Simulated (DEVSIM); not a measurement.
Structure: Schottky contact on n-type GaN, at 300 K.

Layer 1 from the left is GaN, thickness (μm) 1.10, Nd (cm⁻³) 2.6e15, τn (s) 3.9e-10, τp (s) 3.9e-10.

Left contact: Schottky, work function 4.94 eV, emission velocity 4.4e6 cm/s. Right contact: ohmic. Voltage is applied to the left contact. Recombination: SRH at mid-gap, radiative. Mobility is μmin + (μ − μmin)/(1 + (N/Nref)^α).

The device is made up for the run: typed textbook-type constants, with dimensions and the other settings drawn at random. Values at 300 K.

GaN: gap (eV) 3.43, affinity (eV) 4.1, permittivity 9.5, Nc (cm⁻³) 2.3e18, Nv (cm⁻³) 4.6e19, μn (cm²/Vs) 1200, μp (cm²/Vs) 100, μn,min 55, μp,min 3, Nref,n 2e17, Nref,p 3e17, αn 1, αp 2, B (cm³/s) 1e-11.

Model (solved in DEVSIM): 1D drift-diffusion, Boltzmann statistics, complete ionisation; no tunnelling, impact ionisation, image-force lowering or self-heating. Metal contacts follow the ideal Schottky-Mott rule: no Fermi-level pinning, no interface dipoles.

Dark forward current:

| |V| (V) | |J| (A/cm²) |
|---|---|
| 0.05 | 6.415e-8 |
| 0.10 | 5.047e-7 |
| 0.15 | 3.528e-6 |
| 0.20 | 2.426e-5 |
| 0.25 | 0.0001661 |
| 0.30 | 0.001135 |
| 0.35 | 0.007726 |
| 0.40 | 0.05230 |
| 0.45 | 0.3503 |
| 0.50 | 2.279 |
| 0.55 | 13.39 |
| 0.60 | 58.22 |
| 0.65 | 160.0 |
| 0.70 | 308.4 |
| 0.75 | 484.4 |
| 0.80 | 676.5 |
| 0.85 | 878.4 |
| 0.90 | 1087 |
| 0.95 | 1299 |
| 1.00 | 1515 |
| 1.05 | 1732 |
| 1.10 | 1952 |
| 1.15 | 2172 |

Q: Work out the local ideality factor n = ΔV / (kT/q · ln(J2/J1)) between the rows 0.15 and 0.20 V, 1.10 and 1.15 V.

A: kT/q = 25.85 mV. From 0.15 to 0.20 V: ln(2.426e-5/3.528e-6) = 1.928, n = 1.00, near the 1 of diffusion or emission over a barrier. From 1.10 to 1.15 V: ln(2172/1952) = 0.107, n = 18.11; the layers' resistance at their doping, Σ W/(qμN) = 0.00022 Ω cm², would take 49 mV of this step of 50 mV.

Q: Estimate the current at 0.30 V for emission alone, J0 = q v N_band exp(−φB/kT), and read the barrier back from the simulated current.

A: φB = 0.840 eV, N_band = 2.30e18 cm⁻³, J0 = 1.25e-8 A/cm²; J = J0 (exp(qV/kT) − 1) = 0.00137 A/cm². The simulation gives 0.00113 A/cm²; the estimate lies 21 % above. Read backwards, the simulated current gives an apparent barrier of 0.845 eV. The estimate leaves out transport through the depletion region and minority injection.
